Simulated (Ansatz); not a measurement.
# Converging shifted k-point meshes: HfSb4Mo (Cm, 6 atoms in the cell)

```yaml
crystal:
  lattice:
    - [5.13331, -1.82428, 0.00000]
    - [5.13331, 1.82428, 0.00000]
    - [-4.15957, 0.00000, 7.28913]
  atoms:
    - { symbol: Hf, position: [0.15417, 0.15417, 0.19762] }
    - { symbol: Sb, position: [0.85895, 0.85895, 0.47690] }
    - { symbol: Sb, position: [0.15648, 0.15648, 0.54617] }
    - { symbol: Sb, position: [0.39566, 0.39566, 0.09418] }
    - { symbol: Sb, position: [0.59104, 0.59104, 0.88389] }
    - { symbol: Mo, position: [0.84752, 0.84752, 0.80810] }
```

Method of the run: PBEsol, default PAW files made with PBE (plane waves; Ansatz, a quantum-chemistry and plane-wave program).

Base settings: basis.ecutwfc = 420 eV; kpoints.mp_grid.grid = 5 5 2; hamiltonian.xc = pbesol; hamiltonian.pseudopotentials = {kind: paw} (the program's default PAW files); scf.occupations.method = gaussian; scf.occupations.width = 0.136 eV.

In this ladder: kpoints.mp_grid.shift = 0.5 0.5 0.5.

Only quantities that move along the ladder and can be compared are tabulated.

The count of work is k-points × plane waves × bands × iterations; it is no time. Core times come from one kind of shared machine, to one figure; runs under 30 s give none.

The starting cell comes from a database of computed structures (which also holds hypothetical and non-ambient phases and stackings), without a prior relaxation at this level. Its lattice was rescaled by up to half a per cent. One atom was moved a little off its site on purpose. Spin polarisation is off. Ansatz's pressure includes its estimate of the finite-basis (Pulay) stress.

| kpoints.mp_grid.grid | free energy less the last step's (meV/atom) | pressure (GPa) | largest difference of a force vector from the last step's (eV/Å) | count of work / last | core time / last (rough) |
|---|---|---|---|---|---|
| 2 2 1 | 22.47 | -0.50 | 0.688 | 0.0025 | – |
| 3 3 1 | 25.86 | -0.58 | 0.392 | 0.0051 | – |
| 3 3 2 | -7.27 | -1.31 | 0.121 | 0.0076 | – |
| 4 4 2 | -4.04 | -1.35 | 0.118 | 0.013 | – |
| 5 5 2 | -1.04 | -1.23 | 0.044 | 0.025 | – |
| 5 5 3 | 0.35 | -1.21 | 0.057 | 0.031 | – |
| 6 6 3 | -0.07 | -1.24 | 0.020 | 0.048 | – |
| 7 7 3 | 0.05 | -1.25 | 0.010 | 0.064 | – |
| 8 8 4 | 0.13 | -1.25 | 0.008 | 0.092 | – |
| 9 9 5 | 0.04 | -1.25 | 0.007 | 0.19 | 0.3 |
| 10 10 5 | 0.06 | -1.25 | 0.006 | 0.23 | 0.3 |
| 11 11 6 | 0.04 | -1.25 | 0.003 | 0.32 | 0.4 |
| 13 13 6 | 0.03 | -1.25 | 0.002 | 0.45 | 0.7 |
| 15 15 7 | 0.00 | -1.25 | 0.001 | 0.69 | 1.0 |
| 17 17 8 | 0.00 | -1.25 | 0.000 | 1.0 | 1 |

Coarsest kpoints.mp_grid.grid that holds the pressure within 0.2 GPa of the last step, with all finer ones: 3 3 2, at 0.0076 of the last step's count of work; the step before is off by 0.67 GPa.

Coarsest kpoints.mp_grid.grid that holds the free energy within 2 meV/atom of the last step, with all finer ones: 5 5 2, at 0.025 of the last step's count of work; the step before is off by 4.0 meV/atom.

Coarsest kpoints.mp_grid.grid that holds the forces within 0.005 eV/Å of the last step, with all finer ones: 11 11 6, at 0.32 of the last step's count of work and about 0.4 of the last step's time; the step before is off by 0.006 eV/Å.

Two neighbours can agree and both be off: 2 2 1 and 3 3 1 differ by 0.08 GPa in the pressure, yet lie about 0.67 GPa from the last step.

Left out of this page: 1 run of the series stopped by limits of time or memory.

Keys are those of Ansatz 0.2.
